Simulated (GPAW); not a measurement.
Band structure of AsPb3 (P6_3/mmc, 8 atoms in the cell).

```
CELL_PARAMETERS angstrom
      6.91935     0.00000     0.00000
     -3.45967     5.99233     0.00000
      0.00000     0.00000     5.23918
ATOMIC_POSITIONS crystal
  As 0.66667 0.33333 0.25000
  As 0.33333 0.66667 0.75000
  Pb 0.34815 0.17408 0.75000
  Pb 0.65185 0.82593 0.25000
  Pb 0.17408 0.34815 0.25000
  Pb 0.82593 0.65185 0.75000
  Pb 0.82593 0.17408 0.75000
  Pb 0.17408 0.82593 0.25000
```

Method of the run: PBEsol, GPAW PAW datasets PBEsol (made by gpaw-setup) (plane waves; GPAW).

Settings: mode = pw; ecut = 550 eV; xc = PBEsol; kpts = 3 3 3; mesh shift (steps) = 0 0 0; occupations.name = methfessel-paxton; occupations.width = 0.1 eV; occupations.order = 0; nbands = -14; convergence.density = 1e-05 e/electron; symmetry.symmorphic = false; symmetry.tolerance = 0.0005; maxiter = 100; bandpath_npoints = 40.

The starting cell comes from a database of computed structures (which also holds hypothetical and non-ambient phases and stackings), without a prior relaxation at this level. Its lattice was rescaled by a random factor within 2.5 % of one. Spin-orbit coupling is off. The run gives no clean gap (levels at the Fermi energy touch, overlap or are partly filled at this smearing), which alone does not show that the compound is a metal.

Levels in eV from the Fermi level, bands 44 to 51:
```
point     44     45     46     47     48    49    50    51
-----  -----  -----  -----  -----  -----  ----  ----  ----
Γ      -1.53  -1.53  -0.91  -0.18  -0.18  1.01  1.01  1.17
M      -1.73  -1.36  -1.07  -0.59  -0.44  0.44  1.14  2.08
K      -0.97  -0.97  -0.44  -0.44   0.04  0.04  0.71  0.79
A      -3.99   1.03   1.03   2.00   2.00  2.00  2.00  2.76
L      -1.10  -0.55  -0.55  -0.11  -0.11  0.28  0.28  2.31
H      -0.88  -0.67  -0.67  -0.65  -0.65  1.03  1.03  2.26
```

Bands cross the Fermi level along this path, so the cell is metallic at this level.
